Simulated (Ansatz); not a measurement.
System: interstitial P in silicon with all lengths changed by -1 % (charge state -1). The step: P moves alone to another site; the atom moves 1.25 Å along (0.00, 0.16, -0.16) of the unit cell; the moving atom starts with neighbours 2 Si at 2.18, 2 Si at 2.55, 2 Si at 2.81 Å and ends with 2 Si at 2.18, 2 Si at 2.55, 2 Si at 2.81 Å. DFT values are from Ansatz (plane-wave PAW, 420 eV unless said) in a cell of 64 host sites, spin-restricted, static, with no finite-size correction. The charge state is imposed; whether it is stable for some Fermi level was not computed. Sites that were not tried may lie lower. For the PBE band: the saddle point's order was not checked, and it lies on a symmetry element of the cell, where a band can be held.

| Level | Forward barrier (eV) | Cost of the band or of the saddle's single point |
|---|---|---|
| PBE, a 2×2×2 k-point mesh shifted by half a step, band relaxed | 0.09 | roughly 30 core-minutes |
| PBE, a 3×3×3 k-point mesh shifted by half a step, same geometries | 0.10 | very roughly 5 core-minutes |

Ansatz is an electronic-structure program.
